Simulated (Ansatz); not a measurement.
# Carrier properties of Sr$_{2}$SnO$_{4}$ (I4/mmm)

```xyz
7
Lattice="-2.0291 2.0291 6.2605 2.0291 -2.0291 6.2605 2.0291 2.0291 -6.2605" Properties=species:S:1:pos:R:3 pbc="T T T"
Sr     0.0000     0.0000     8.0887
Sr     0.0000     0.0000     4.4323
Sn     0.0000     0.0000     0.0000
O      0.0000     0.0000    10.4607
O      0.0000     0.0000     2.0603
O      0.0000     2.0291     0.0000
O      2.0291     0.0000     0.0000
```

These are PBEsol, rigid bands (plane waves, PAW, scalar-relativistic; Ansatz, a first-principles code) values and carry that method's errors. Cell: cell and atoms relaxed with PBEsol.

The band gap comes out as 2.86 eV. The electron conductivity mass (300 K, dilute) is 0.35 (x), 0.35 (y), 0.39 (z) mₑ and the hole conductivity mass (300 K, dilute) is 2.4 (x), 2.4 (y), 0.90 (z) mₑ. The effective density of states N_c (300 K) is 5.6e18 cm⁻³. The effective density of states N_v (300 K) is 1.4e20 cm⁻³ and the density-of-states mass, electrons is 0.37 mₑ. The density-of-states mass, holes comes out as 3.1 mₑ. The Seebeck coefficient, n-type 1e19 cm⁻³, 300 K comes out as -175 μV/K and the best n-type power factor at 300 K for τ = 10 fs (best axis; densities from 1e16 to 1e21 cm⁻³ tried, whether or not they can be reached) is 2.5 μW/(cm·K²) at 3e19 cm⁻³. The Seebeck coefficient, p-type 1e19 cm⁻³, 300 K comes out as 438 μV/K. The best p-type power factor at 300 K for τ = 10 fs (best axis; densities from 1e16 to 1e21 cm⁻³ tried, whether or not they can be reached) is 23 μW/(cm·K²) at 3e20 cm⁻³.

Rigid bands; masses and Seebeck coefficients take one relaxation time τ for all states and one kind of carrier; polarons and phonon drag are left out. Spin-orbit coupling is left out; where it splits the top of the valence band, N_v and the p-type Seebeck coefficient come out somewhat high without it.

Formula and space group known from diffraction (Crystallography Open Database), not checked to be the room-temperature form: Sr2SnO4 (I4/mmm).
